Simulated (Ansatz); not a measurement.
We consider CaScHO2 (model structure, started from the SrVO2H type, P4/mmm, No. 123, 5 atoms in the cell), described by PBE0 (Ansatz, a first-principles code, plane waves, PAW).

Numerical settings: plane-wave cutoff 460 eV, 6×6×6 k mesh, Fermi–Dirac smearing 0.01 eV, scalar-relativistic PAW data made under PBE.

Cell (relaxed with PBEsol):

CaScHO$_{2}$ is taken in the tetragonal space group P4/mmm (No. 123), Pearson symbol tP5. Lattice parameters: a = b = 4.046 Å, c = 3.699 Å, α = β = γ = 90.00°. Ca on 1d is surrounded by 8 O at 2.741 Å. Sc on 1a sees 2 H at 1.850 Å and 4 O at 2.023 Å (octahedral). O on 2f sees 2 Sc at 2.023 Å and 4 Ca at 2.741 Å (octahedral). H on 1b has 2 Sc at 1.850 Å (linear). (Neighbours: up to the widest gap in distance over summed covalent radii, below 1.35, at either atom; cation-cation and far metal-metal contacts left out.)

**Question.** What does this level give for the band gap, smallest direct gap on the k points sampled and direct gap at Γ?

**Answer.** 
band gap: 4.29 eV (on the SCF k mesh) (indirect)
smallest direct gap on the k points sampled: 4.79 eV
direct gap at Γ: 6.72 eV

Note: the relaxation could raise the start's symmetry but not lower it, so the cell can be a saddle point; cell and atoms aren't relaxed at this level (pressure 1.6 GPa).

The computed numbers hold no vibrational or temperature effects.

The result took roughly 60 core-seconds.

A model structure was made by putting elements into a prototype or built by hand; it is no filed structure, need not be a known phase, and can be a saddle point held by its symmetry.
